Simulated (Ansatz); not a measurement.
CsCl-type NiAl, treated with PBEsol (PAW; Ansatz, a quantum-chemistry and plane-wave program).

Settings: plane-wave cutoff 520 eV, 20×20×20 k mesh, Fermi–Dirac smearing 0.05 eV, no spin polarisation, scalar-relativistic PAW data made under PBE.

Pressure at four volumes; x = ln(V/11.724 Å³). One pressure is withheld.

```json
[
 {"V (Å³/atom)": "11.020", "x": "-0.0619", "P (GPa)": "?"},
 {"V (Å³/atom)": "11.255", "x": "-0.0408", "P (GPa)": "7.72"},
 {"V (Å³/atom)": "11.724", "x": "0.0000", "P (GPa)": "0.00"},
 {"V (Å³/atom)": "12.427", "x": "0.0582", "P (GPa)": "-8.88"}
]
```

Question: Pass a parabola P(x) through the three rows shown, estimate the bulk modulus and its pressure derivative near zero pressure, and predict the withheld pressure.

Answer: Slopes between the rows: (0.00 − (7.72))/(0.0000 − (-0.0408)) = -189.22 and (-8.88 − (0.00))/(0.0582 − (0.0000)) = -152.58 GPa. Their difference over the span 0.0990 is c = 36.64/0.0990 = 370.1 GPa, so P(x) = 7.72 + (-189.22)(x − (-0.0408)) + 370.1 (x − (-0.0408))(x − (0.0000)). At the middle row B = −dP/dx = −[-189.22 + 370.1 × 0.0408] = 174.1 GPa, and B′ = dB/dP = 2c/B = 4.3. At x = -0.0619 the parabola gives 12.20 GPa; the run gives 12.24 GPa. The Birch–Murnaghan fit to the energies at all volumes has B0 = 173 GPa and B′ = 4.3.

Measured, for comparison: bulk modulus 156 GPa (room temperature, not corrected to a static lattice; as tabulated in Yamada et al. (2019), arXiv:1910.09660). Computed less measured: bulk modulus +11 %.
